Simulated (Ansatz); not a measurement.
# SiC: carrier doping

The reference is SiC in the zinc blende structure (space group F-43m, No. 216; a = 4.356 Å).

Carriers are added at fixed cell with a uniform background; the Fermi–Dirac width is that of 300 K.

Calculations: plane-wave PAW DFT at the r2SCAN level (Ansatz, a quantum-chemistry and plane-wave program, 500 eV), no SOC.

Notes on the quantities. Fermi level from band edge: Fermi level relative to the doped band's edge (positive inside the band; to 0.05 eV).

```json
[
 {"change": "undoped", "gap between the host's bands": "1.71 eV", "Fermi level from band edge": "–"},
 {"change": "electrons 5.0×10^20 cm⁻³", "gap between the host's bands": "1.71 eV", "Fermi level from band edge": "+0.35 eV"},
 {"change": "electrons 1.0×10^21 cm⁻³", "gap between the host's bands": "1.70 eV", "Fermi level from band edge": "+0.50 eV"},
 {"change": "electrons 1.5×10^21 cm⁻³", "gap between the host's bands": "1.70 eV", "Fermi level from band edge": "+0.65 eV"},
 {"change": "electrons 2.0×10^21 cm⁻³", "gap between the host's bands": "1.70 eV", "Fermi level from band edge": "+0.75 eV"},
 {"change": "holes 5.0×10^20 cm⁻³", "gap between the host's bands": "1.73 eV", "Fermi level from band edge": "+0.05 eV"},
 {"change": "holes 1.0×10^21 cm⁻³", "gap between the host's bands": "…", "Fermi level from band edge": "…"},
 {"change": "holes 1.5×10^21 cm⁻³", "gap between the host's bands": "1.75 eV", "Fermi level from band edge": "+0.15 eV"},
 {"change": "holes 2.0×10^21 cm⁻³", "gap between the host's bands": "1.76 eV", "Fermi level from band edge": "+0.20 eV"}
]
```

Q: Fill in the withheld entries from the trend.

A: 
- holes 1.0×10^21 cm⁻³, gap between the host's bands: 1.74 eV
- holes 1.0×10^21 cm⁻³, Fermi level from band edge: +0.10 eV

Charged cell with a jellium background: band edges are those of the host's band count, energies are not comparable with the neutral cell, and many-body gap narrowing is missing. No phonon test of stability was made.
